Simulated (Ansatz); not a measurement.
A periodic model of amorphous Si18Na12O42:

```xyz
72
Lattice="10.3430 0.1284 0.3131 0.1284 10.1721 0.0765 0.3131 0.0765 10.2784" Properties=species:S:1:pos:R:3 pbc="T T T"
Si    10.3179     0.8058     8.0049
Si     8.2435     9.0660     9.5614
Si     6.6790     8.6017     2.1428
Si     5.3099     5.8579     1.2502
Si     2.9831     2.1254     4.2980
Si     2.7398     0.2334     8.8464
Si     9.2281     3.5258     8.6290
Si     8.3496     3.6649     5.6265
Si     6.7145     3.9341     9.8374
Si     2.8181     4.4144     2.0782
Si     3.9711     2.5355    10.1984
Si     5.6126     9.0101     7.7215
Si     9.9510     6.6604     8.6389
Si     4.8404     0.8260     2.3109
Si    10.1280     5.9139     5.8448
Si    10.2988     1.4293     4.9745
Si     1.6866     6.9335     3.4584
Si     5.1270     5.9690     8.5528
Na     1.9881     7.8390     6.7891
Na     7.4843     7.6064     5.6288
Na     5.6922     3.6211     3.5418
Na     9.6488     8.6409     3.3087
Na     1.6587     0.1305     2.0656
Na     5.3101     3.1535     6.9598
Na     3.1175     5.0299     5.6661
Na     8.3357     1.3391     1.9847
Na     1.7944     7.5697     0.3071
Na     4.3747     8.7376     4.4968
Na     1.8893     4.5659     8.3235
Na     6.8846     0.7501     4.7952
O      2.3621     9.8278    10.2852
O      6.8415     9.3733     8.7862
O      1.1109     6.8888     8.6925
O      3.1432     1.8802     8.9595
O      8.4218     3.4263     7.2554
O     10.5458     6.8676     4.5655
O      4.2883     5.1676     2.3529
O      9.8141     0.7422     6.4430
O      2.8543     3.7913     0.5225
O      9.6134     2.9115     4.9119
O      9.7605     5.0184     9.0065
O      7.4152     8.7063     3.5448
O      9.8554     0.6261     3.6676
O      4.7992     6.3435    10.1724
O      5.9540     9.3776     6.2087
O      6.5502     5.0757     8.6716
O      2.8462     7.0235     4.5820
O      9.5855     6.9836     7.0379
O      0.9193     4.8678     6.1363
O      1.7366     5.5654     2.3894
O      6.3447     4.5990     1.0078
O      3.8832     1.3799     1.0966
O      7.6585     9.2133     0.9113
O      4.0168     5.1272     7.8027
O      6.2010     7.0475     1.8481
O      6.9232     3.1274     5.2120
O      8.6540     5.2720     5.3585
O      6.1792     1.6267     2.5802
O      3.7711     0.8060     3.5994
O      5.2220     9.3906     2.1223
O      1.5185     0.1152     7.6908
O      8.1220     3.1160     9.7986
O      5.4846     7.3554     7.7770
O      4.1736     9.6463     8.2285
O      5.4561     2.9148     9.6054
O      1.4865     8.1623     2.4735
O      1.5893     1.4504     4.8064
O      9.4022    10.1170     9.0306
O     10.3771     2.3499     8.6425
O      3.8964     2.9357     5.2887
O      2.6000     3.1190     3.0138
O      8.7728     7.5249     9.4297
```

Calculation: PBE, scalar-relativistic without spin-orbit coupling (plane waves to 420 eV, PAW; Ansatz, a quantum-chemistry and plane-wave program).

The cell was made by melting and quenching with the CHGNet potential and then relaxed with DFT. O atoms were pushed apart under 1.9 Å during the dynamics, to hinder bonds among them. The hot cell started wider than the set density and was brought back towards it in steps. It is the lowest in DFT energy of 2 quenches. It is a model cell: composition and starting density were chosen by hand, and all elements were melted together. No dispersion term was used. Its density started from a set value of 2.35 and ended at 2.23 g/cm³. Cooling (nominally 260 K/ps over its main leg) ran many orders faster than in experiment, which tends to leave more defects and strain. One small periodic cell is one sample of the glass; other quenches scatter about these values. Volume and shape were free in the relaxation.

Neighbours within Si-Si 2.60 Å, Si-Na 3.05 Å, Si-O 1.92 Å, Na-Na 3.65 Å, Na-O 2.78 Å, O-O 1.58 Å count as bonded. Two cations that share two anions don't count as bonded, nor two that share one unless they lie closer than Si-Si 2.38 Å, Si-Na 2.96 Å, Na-Na 3.55 Å.

Task: Give the coordination numbers, mean bond lengths and angles.

Result: 
| Quantity | Result |
|---|---|
| Mean coordination of Si by anions | 4.00 (18 with 4) |
| Mean coordination of Na by anions | 3.83 (3 with 3, 8 with 4, 1 with 5); 14 close contacts or bonds to cations besides |
| Mean coordination of O | 2.81 (19 with 2, 12 with 3, 11 with 4) |
| Mean Si-O bond | 1.644 Å (spread 0.036 Å, 72 counted) |
| Mean Na-O bond | 2.402 Å (spread 0.160 Å, 46 counted) |
| Mean Na-Na close contact | 3.358 Å (spread 0.099 Å, 7 counted) |
| Bond angle at Si | mean 109.4°, spread 4.7° |
| Bond angle at Na | mean 99.2°, spread 34.0° |
| Bond angle at O | mean 115.2°, spread 21.2° |

Task: List the pairs of like atoms that count as bonded by the rules above.

Result: Na19-Na25 (3.23 Å), Na19-Na28 (3.43 Å), Na20-Na28 (3.50 Å), Na20-Na22 (3.34 Å), Na22-Na26 (3.35 Å), Na26-Na30 (3.22 Å), Na28-Na30 (3.45 Å).
